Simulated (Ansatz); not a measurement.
# Pressure series in hypothetical R3c SnTeO3

The parent structure is SnTeO₃ (space group R3c, No. 161; a hypothetical phase, not in the database extracts checked).

```yaml
crystal:
  lattice:
    - [3.26542, 1.88529, 4.74077]
    - [-3.26542, 1.88529, 4.74077]
    - [0.00000, -3.77058, 4.74077]
  atoms:
    - { symbol: Sn, position: [0.53001, 0.53001, 0.53001] }
    - { symbol: Sn, position: [0.03001, 0.03001, 0.03001] }
    - { symbol: Te, position: [0.81456, 0.81456, 0.81456] }
    - { symbol: Te, position: [0.31456, 0.31456, 0.31456] }
    - { symbol: O, position: [0.39238, 0.15568, 0.63446] }
    - { symbol: O, position: [0.63446, 0.39238, 0.15568] }
    - { symbol: O, position: [0.15568, 0.63446, 0.39238] }
    - { symbol: O, position: [0.13446, 0.65568, 0.89238] }
    - { symbol: O, position: [0.65568, 0.89238, 0.13446] }
    - { symbol: O, position: [0.89238, 0.13446, 0.65568] }
```

Cell and atoms are relaxed at each pressure.

Computed with PBE, PAW, 420 eV (Ansatz, an electronic-structure program; no SOC).

Two rows of this table had their results exchanged by mistake.

```csv
pressure,volume per atom (Å³),shortest distance (Å),band gap
pressure 0.3 GPa,14.14,1.978,2.01 eV
pressure 0.7 GPa,16.93,1.936,2.38 eV
pressure 1.5 GPa,16.43,1.941,2.32 eV
pressure 3 GPa,15.78,1.949,2.24 eV
pressure 5 GPa,15.16,1.958,2.16 eV
pressure 7.5 GPa,14.59,1.968,2.08 eV
pressure 10 GPa,17.25,1.932,2.41 eV
```

Q: Which two?

A: The rows for pressure 0.3 GPa and pressure 10 GPa: the volume has to fall steadily with pressure, so 17.25 Å³ belongs to pressure 0.3 GPa and 14.14 Å³ to pressure 10 GPa.

Spin-orbit coupling, missing from the scalar runs, can matter with Te. Load acts through the strain it causes; cell and atoms are relaxed under it. No phonon test of stability was made. No other phases were tried under pressure.
